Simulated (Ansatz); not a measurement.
AgCl: uniaxial strain ε_zz = −1.00 %

The parent structure is AgCl in the rock salt structure (space group Fm-3m, No. 225; a = 5.447 Å). Axes: x, y, z lie along the cube axes.

Modification: the cell is compressed by 1.00 % along z with no lateral relaxation; the atoms relax in the strained cell.

Level of theory: DFT with PBEsol, PAW potentials and a 420 eV plane-wave cutoff in Ansatz (a first-principles code), no spin-orbit coupling. Γ-centred 10×10×10 mesh, Fermi–Dirac width 0.05 eV.

```tsv
quantity	base	changed	shift
volume per atom	20.21 Å³	20.00 Å³	-0.202 Å³
space group	Fm-3m (No. 225)	I4/mmm (No. 139)	–
energy relative to the base (free energy F)	0 meV/atom	+0.5 meV/atom	+0.5 meV/atom
band gap	0.72 eV	0.69 eV	-0.03 eV
gap character	–	indirect, N → Γ	–
smallest direct gap	3.03 eV	3.06 eV	+0.035 eV
electron mass	0.25 mₑ (at Γ)	0.25 mₑ (at Γ)	–
valley order (the lowest conduction-band minima on the path, energy above the VBM, named in the base's zone)	Γ 0.72 eV; X along ⟨100⟩ 2.13 eV	Γ 0.69 eV; X along [001] 2.07 eV; X along [100] 2.08 eV	–
stress (xx, yy, zz, yz, xz, xy; compression positive)	–	(0.48, 0.48, 0.83, 0.00, 0.00, 0.00) GPa	–
```

Masses are band curvatures over ±0.01 Å⁻¹ around the edge. Stability against distortions was not tested. k-point labels follow each cell's own Brillouin zone.
